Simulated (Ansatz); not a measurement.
Functionals compared on Cl on the 1x1 (100) surface of monoclinic HfO2 (cut with top plane 2 O), one in a 1x1 cell, started at the site 'bridge O-O (span 5.2 Å)', in Ansatz (plane waves, PAW). The structure was relaxed with PBE; the other rows are single points on it, each with its references at the same level. Cutoff 420 eV (500 eV for r2SCAN). The points keep PBE's geometry, so the relaxation of a polaron and the settling of charge on one site are left out.

Host crystal: monoclinic HfO2, with a band gap (PBE, scalar-relativistic without spin-orbit coupling).

Model: 25-atom slab, 9.3 Å thick at the start under the adsorbate (thin: gaps and levels are the slab's own), 4x4x1 mesh, Fermi-Dirac 0.01 eV, dipole correction, 12 atoms held, the rest relaxed; no symmetry held; spin-polarised, ending with about 1.0 μB a cell; orders that need a larger cell were not tried, no spin-orbit, no U, no dispersion correction. At the end it is bonded to Hf. In PBE it is, or lies within 0.03 eV of, the lowest of the starts that converged. These notes are the PBE run's. RPBE: The program's check for a lower electronic state was not made. r2SCAN: The program's check for a lower electronic state was not made. Adsorption energies are against ½ Cl2(g). A negative adsorption energy means that the adsorbate is more stable on the surface than in its reference.

| functional | adsorption energy (eV) | gap of the slab on its k-mesh (eV) | highest filled level below the top vacuum level (eV) | magnetic moment of the cell (μB) | rough cost of the single point |
|---|---|---|---|---|---|
| PBE | -0.01 | 0.45 | 7.59 | 1.00 | – |
| RPBE | 0.15 | 0.48 | 7.50 | 1.00 | around 11 core-minutes (rough) |
| r2SCAN | -0.22 | 0.85 | 7.95 | 1.00 | around 21 core-minutes (rough) |

Ansatz is a quantum-chemistry and plane-wave program.
